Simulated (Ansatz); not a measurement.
Consider ZnO in the wurtzite structure (space group P6_3mc, No. 186; a = 3.187 Å, c = 5.153 Å).

Structures relaxed with LDA (Ansatz, a quantum-chemistry and plane-wave program), spin-orbit coupling left out.

Base:

Simulated powder pattern, Cu Kα1, λ = 1.54056 Å (kinematic, ideal powder, no thermal factors, no anomalous dispersion; the 10 strongest lines at most, above 2 %, up to 2θ = 90°):

```
2θ (°)  I/Imax (%)    hkl
------  ----------  -----
32.41           51  (100)
34.79           39  (002)
36.92          100  (101)
48.28           22  (102)
57.82           34  (110)
63.77           33  (103)
67.86          4.9  (200)
69.28           28  (112)
70.60           15  (201)
78.58          4.7  (202)
```

After one change:

Simulated powder pattern, Cu Kα1, λ = 1.54056 Å (kinematic, ideal powder, no thermal factors, no anomalous dispersion; the 10 strongest lines at most, above 2 %, up to 2θ = 90°):

```
2θ (°)  I/Imax (%)
------  ----------
33.23           51
35.68           39
37.86          100
49.55           22
59.38           33
65.53           33
69.77          4.8
71.23           27
72.61           14
80.90          4.6
```

Task: Which of these changes matches the shifts?
A) isotropic strain −3.00 %
B) isotropic strain −2.40 %
C) isotropic strain −1.20 %
D) isotropic strain −1.80 %

Result: B, isotropic strain −2.40 %. Its volume per atom is 10.53 Å³ against 11.33 Å³, and its space group is P6_3mc (No. 186).

No phonon test of stability was made.
